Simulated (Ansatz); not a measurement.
Cell and atoms of amorphous Hf18O38Sn:

```xyz
57
Lattice="9.0653 -0.4416 -0.3433 -0.4416 8.7415 0.6154 -0.3433 0.6154 9.4144" Properties=species:S:1:pos:R:3 pbc="T T T"
Hf     3.1884     7.8091     9.2219
Hf     3.6133     1.1411     1.2715
Hf     3.2822     4.7914     5.0152
Hf     0.3394     5.5211     7.2079
Hf     4.9064     4.2639     1.5971
Hf     7.5771     1.2421     7.6704
Hf     8.0220     8.4580     4.9034
Hf     6.6398     3.8876     5.9059
Hf     0.2249     8.4327     1.4677
Hf     7.6952     5.1151     0.1487
Hf     2.1995     8.1266     6.1272
Hf     5.1240     1.3993     4.6125
Hf     1.8243     2.1908     3.6384
Hf     7.4055     1.8815     1.8954
Hf     5.7614     6.9704     6.7758
Hf     0.2841     6.1326     4.0630
Hf     2.1519     2.2626     7.3105
Hf     1.5733     4.5397     1.4946
O      5.4168     2.2149     1.6449
O      5.0123     7.5879     8.4977
O      6.5396     0.3622     3.2760
O      4.2979     8.0828     5.8005
O      6.6369     6.7670     4.7636
O      4.8911     5.1002     6.1885
O      1.3326     1.0104     5.3347
O      0.5208     1.5307     8.1898
O      3.4167     2.7426     5.0841
O      8.8062     1.5309     3.3528
O      3.1265     3.1917     2.1170
O      8.3881     4.5015     5.0041
O      0.6818     6.3035     1.9997
O      6.4877     5.7045     1.9112
O      3.0936     2.7245     8.9321
O      7.6953     7.7242     9.2563
O      7.0560     8.6475     6.6785
O      2.0449     6.8367     7.6837
O      5.8888     2.0057     6.4711
O      7.3019     5.6442     7.3165
O      2.1749     6.5009     4.7578
O      0.1796     7.2873     5.9364
O      6.1508     3.0683     4.0818
O      1.4769     4.2918     3.6403
O      8.3916     3.5647     1.4787
O      0.2460     5.3989     9.1942
O      1.8235     4.2101     6.6032
O      3.2730     0.5605     7.1081
O      5.6358     4.7962     9.3348
O      2.1629     8.2682     0.9316
O      4.5044     8.1097     1.6743
O      1.5134     1.4095     1.7433
O      3.4324     0.7784     3.4563
O     -0.4199     8.0210     3.4421
O      3.3200     5.3819     0.7640
O      4.3429     5.4458     3.3823
O      8.0883     3.1311     7.1576
O      7.8963     0.7333     0.3374
Sn     5.5532     7.1108     3.0803
```

Calculation: PBE, scalar-relativistic without spin-orbit coupling (plane waves to 420 eV, PAW; Ansatz, an electronic-structure program).

A CHGNet melt-quench gave the starting glass, which DFT then relaxed. O atoms were pushed apart under 1.9 Å during the dynamics, to hinder bonds among them. The hot cell started wider than the set density and was brought back towards it in steps. It is the lowest in DFT energy of 2 quenches. It is a model cell: composition and starting density were chosen by hand, and all elements were melted together. No dispersion term was used. Its density started from a set value of 8.84 and ended at 8.84 g/cm³. The simulated quench (nominally 300 K/ps over its main leg) is rapid and tends to freeze in more defects than a deposited or slowly cooled glass has. Values belong to this one cell and scatter from quench to quench. The volume was held where the preparation left it and the shape relaxed, at a PBE pressure of 0.2 GPa.

Cut-offs for bonds: Hf-Hf 3.34 Å, Hf-O 2.82 Å, Hf-Sn 3.20 Å, O-O 1.58 Å, O-Sn 2.46 Å, Sn-Sn 3.06 Å. Two cations that share two anions don't count as bonded, nor two that share one unless they lie closer than Hf-Hf 3.25 Å, Hf-Sn 3.11 Å, Sn-Sn 2.97 Å.

Q: Give the coordination numbers, mean bond lengths and angles.

A: 
```
Property                                                           Value
---------------------------------  -------------------------------------
Mean coordination of Hf by anions             6.39 (11 with 6, 7 with 7)
Mean coordination of O              3.16 (3 with 2, 26 with 3, 9 with 4)
Mean coordination of Sn by anions                        5.00 (1 with 5)
Mean Hf-O bond                     2.153 Å (spread 0.145 Å, 115 counted)
Mean O-Sn bond                       2.081 Å (spread 0.072 Å, 5 counted)
Bond angle at Hf                               mean 102.3°, spread 29.3°
Bond angle at O                                mean 114.1°, spread 18.2°
Bond angle at Sn                               mean 106.9°, spread 27.7°
```

Q: List the pairs of like atoms that count as bonded by the rules above.

A: There are none by these rules.
